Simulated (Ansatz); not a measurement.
# A short convergence ladder for SnSe (I4mm, 2 atoms in the cell)

```
CELL_PARAMETERS angstrom
      0.00000     3.00140     3.00140
      3.00140     0.00000     3.00140
      3.00140     3.00140     0.00000
ATOMIC_POSITIONS crystal
  Sn 0.00833 0.00833 0.99167
  Se 0.50000 0.50000 0.50000
```

Base method: LDA (PW92), default PAW files made with PBE (plane waves; Ansatz, a first-principles code).

Base settings: basis.ecutwfc = 420 eV; kpoints.mp_grid.grid = 7 7 7; hamiltonian.xc = lda; hamiltonian.pseudopotentials = {kind: paw} (the program's default PAW files); scf.occupations.method = fermi_dirac; scf.occupations.width = 0.136 eV.

**The width of Fermi-Dirac smearing**

The mesh stays at the base's, so the ladder's end is converged at best in this setting alone.

Only quantities that move along the ladder and can be compared are tabulated.

```csv
scf.occupations.width,free energy less the last step's (meV/atom),pressure (GPa),largest difference of a force vector from the last step's (eV/Å)
1 eV,-639.25,0.01,0.067
0.5 eV,-101.70,-2.74,0.029
0.2 eV,-5.98,-2.97,0.006
0.1 eV,-0.40,-2.90,0.001
0.02 eV,0.00,-2.89,0.000
```

Widest scf.occupations.width that holds the free energy within 5 meV/atom of the last step, with all finer ones: 0.1 eV; the step before is off by 6.0 meV/atom.

Widest scf.occupations.width that holds the pressure within 0.5 GPa of the last step, with all finer ones: 0.5 eV; the step before is off by 2.9 GPa.

Widest scf.occupations.width that holds the forces within 0.01 eV/Å of the last step, with all finer ones: 0.2 eV; the step before is off by 0.029 eV/Å.

On the base run: the starting cell comes from a database of computed structures (which also holds hypothetical and non-ambient phases and stackings), without a prior relaxation at this level. Its lattice was rescaled by up to half a per cent. One atom was moved a little off its site on purpose. Ansatz's pressure includes its estimate of the finite-basis (Pulay) stress.

Keys are those of Ansatz 0.2.
